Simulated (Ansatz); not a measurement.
Structures of equal composition on the (111) surface of fcc Al: a layer of Ni in place of the second plane; a layer of Ni in place of the third plane. The slabs share one bottom face, and each structure is named by its start. These are constructed structures in small cells; real faces may alloy, dewet or reconstruct in larger ones, and not all known structures of the face are among them. Slabs of about 12 Å, Fermi-Dirac smearing of 0.1 eV. Bottom of the slabs: a bare face, its two planes held. Relaxed from the named starts with such symmetry as they have, on meshes of like density; energies extrapolated to zero smearing; spin only where a row says so; no spin-orbit coupling, no U. Brackets mark spin-polarised runs, whose order is one that fits the cell.

All values below come from PBE (plane waves to 420 eV, PAW; Ansatz, a quantum-chemistry and plane-wave program).

**Question.** Put the candidates in order of energy per 1x1 cell, lowest first, for PBE.

**Answer.** a layer of Ni in place of the third plane (0.000 eV [spin start, no net moment]), a layer of Ni in place of the second plane (0.199 eV [spin start, no net moment])
